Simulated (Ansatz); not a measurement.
**A self-consistent single point of Ir (Fm-3m, 1 atom in the cell) with Ansatz (a program for electronic structure)**

Method: PBE (plane waves, PAW; Ansatz).

This input was run:

Ansatz 0.2 input:
```yaml
crystal:
  lattice:
    - [0.000000, 1.955869, 1.955869]
    - [1.955869, 0.000000, 1.955869]
    - [1.955869, 1.955869, 0.000000]
  atoms:
    - { symbol: Ir, position: [0.000000, 0.000000, 0.000000] }
basis:
  ecutwfc: 420.0
kpoints:
  mp_grid:
    grid: [19, 19, 19]
hamiltonian:
  xc: pbe
  pseudopotentials:
    kind: paw
scf:
  occupations:
    method: cold
    width: 0.136
output:
  forces: true
  eigenvalues: true
  stress: true
```

Log, with long lists cut:

```
WARN ansatz: RAYON_NUM_THREADS=1 ignored (pool sized by the plan → 1); use --threads N
Pseudopotentials: kind: paw
Pseudopotential: Ir, paw, valence charge 17
Crystal: 1 atoms, lattice volume = 14.964 Å³
Basis set: ecut = 420 eV, 283 PW (Γ), exchange–correlation on 40×40×40 points (8 copies of the dense FFT grid, shifted against one another)
Bands: 13, of which v1, the nominal top of the filled ones, is band 9 counted from 1 (8 counted from 0)
Symmetry: 48 space group operations
Space group: Fm-3m (ITA 225), of the structure as read, at distance tolerance 2.5e-5 Å
k-points: 220 of 6859
Initial density: superposition of atomic densities (neutral atoms: chi_scale 0, normalization atom), corrected by the library's trained network
Initial wavefunctions: pseudopotential atomic-orbital guess
Eigensolver: davidson
Functional: x = pbe(κ = 0.804, μ = 0.2195149727645171), c = pbe(β = 0.06672455060314922)
SCF iter   1: F=—  HF=-11935.286711 eV  |F-HF|=—  |Δ(HF+E_count)|=         —  Δρ=3.93e-3  dr2=2.94e-4  ethr=1.77e-3  ⟨swp⟩=5.0  Hψ=14011  notcnv=0
all-band conjugate gradients solve this SCF's bands
preconditioner: auto → none
SCF iter   2: F=—  HF=-11935.287381 eV  |F-HF|=—  |Δ(HF+E_count)|=   6.71e-4  S|Δr|=    0.00e0  Δρ=2.21e-3  dr2=1.09e-4  ethr=1.73e-6  ⟨swp⟩=2.5  Hψ=6058  notcnv=0
SCF iter   3: F=—  HF=-11935.287763 eV  |F-HF|=—  |Δ(HF+E_count)|=   3.82e-4  S|Δr|=    0.00e0  Δρ=5.21e-4  dr2=3.96e-5  ethr=6.41e-7  ⟨swp⟩=2.0  Hψ=3818  notcnv=0
SCF iter   4: F=—  HF=-11935.287748 eV  |F-HF|=—  |Δ(HF+E_count)|=   1.54e-5  S|Δr|=    0.00e0  Δρ=1.59e-4  dr2=2.37e-6  ethr=2.33e-7  ⟨swp⟩=2.3  Hψ=3762  notcnv=0
SCF iter   5: F=-11935.287748 eV  HF=-11935.287748 eV  |F-HF|=2.49e-8  |Δ(HF+E_count)|=   2.93e-7  S|Δr|=    0.00e0  Δρ=4.01e-5  dr2=8.66e-8  ethr=5.88e-10  ⟨swp⟩=4.0  Hψ=11239  notcnv=0
SCF 1 converged in 5 iterations: F = -11935.287748 eV  dr2 = 8.66e-8
SCF converged after 5 iterations
Stability not checked (fill_not_monotonic)
Free energy (F): -11935.287748 eV
Harris-Foulkes:  -11935.287748 eV  (|F-HF|=2.49e-8)
Internal energy: -11935.285847 eV  (E = F + TS)
E sigma→0 (E₀):  -11935.287114 eV
Entropy (-TS):   -0.001901 eV (-1.901 meV/atom)
Fermi energy:    24.042661 eV
--- Per-component energies (eV) ---
  E_band       = -108.229246
  E_kinetic    = 621.134335
  E_local      = -1128.134538  (includes V_loc(G=0)·N_el)
  E_nonlocal   = 72.468693
  E_hartree    = 428.571369
  E_xc         = -267.311317
  E_vxc        = -299.208446  (∫ρ·V_xc dr)
  E_paw        = -9223.214577  (= ΣΔE_a)
  E_vpaw       = -231.622982  (= ΣTr[D̂ρ^β])
  E_aug_tail   = 0.000058  (compensation charges beyond the density's cutoff)
  E_ewald      = -2438.799871
  E_smearing   = -0.001901  (= −TS)
  E_closure    = 0.000000  (closes the sum)
  Σ components = -11935.287748   (vs F -11935.287748, Δ=0.00e0)
--- Forces (eV/Å), atoms counted from 1 ---
  atom   1  Ir    -0.00000000     0.00000000     0.00000000
  max |Σ_I F_I| component: 2.96e-31 eV/Å
--- Stress (GPa, compression-positive) ---
      -10.042759       0.000000       0.000000
        0.000000     -10.042759       0.000000
        0.000000      -0.000000     -10.042759
  P = ⅓ Tr σ = -10.0428 GPa (-100.428 kbar)
  The stress holds the Pulay correction. Without it, at fixed plane waves, as pw.x and ABINIT print it: P = -10.1170 GPa
--- Band table (eV; the first three rows and the last of 220) ---
  k-point 0: bands = ["-68.6523", "-25.1871", "-25.1871", "-25.1871", "13.5176", "20.4893", "20.4893", "20.4893", "22.9541", "22.9541", "37.8084", "43.0111", "43.0111"]
  k-point 1: bands = ["-68.6509", "-25.2052", "-25.1897", "-25.1897", "13.6347", "20.4282", "20.5391", "20.5391", "22.9224", "22.9224", "38.0064", "42.4285", "43.2014"]
  k-point 2: bands = ["-68.6470", "-25.2573", "-25.1969", "-25.1969", "13.9759", "20.2682", "20.6717", "20.6717", "22.8505", "22.8505", "38.5569", "41.1994", "43.7580"]
  k-point 219: bands = ["-68.5854", "-25.6274", "-25.6027", "-25.4286", "18.3058", "19.3135", "19.7965", "22.4493", "25.3387", "31.3531", "32.4867", "33.2574", "36.8934"]
```

The run converged in 5 iterations.

The starting cell comes from a database of computed structures (which also holds hypothetical and non-ambient phases and stackings), without a prior relaxation at this level. Its lattice was rescaled by a random factor within 2.5 % of one. Spin-orbit coupling is off. Spin polarisation is off. With a pressure of about -10 GPa the cell is away from its equilibrium volume at this level. Ansatz's pressure includes its estimate of the finite-basis (Pulay) stress.
